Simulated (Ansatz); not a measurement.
In on a Ga site (middle of the slab) in a 2x2 cell of the 1x1 (10-10) surface of wurtzite GaN (cut with top plane Ga + N)

Host crystal: wurtzite GaN, with a band gap (PBE, scalar-relativistic without spin-orbit coupling).

All values below come from PBE (plane waves to 420 eV, PAW; Ansatz, a first-principles code).

Slab: 64 atoms, 9.3 Å thick at the start (thin: gaps and levels are the slab's own); k 3x2x1, smearing 0.01 eV, dipole-corrected; 16 atoms held, the rest relaxed; symmetry of the start imposed; no spin, no spin-orbit, no U.

```yaml
formation_energy_against_alpha_gallium_tetragonal_indium: 1.57 eV
change_of_the_step_from_the_bottom_to_the_top_vacuum_level_against_the_clean_slab: -0.077 eV
energy_released_by_relaxation: 1.02 eV
largest_move_of_a_host_atom: 0.22 Å
```
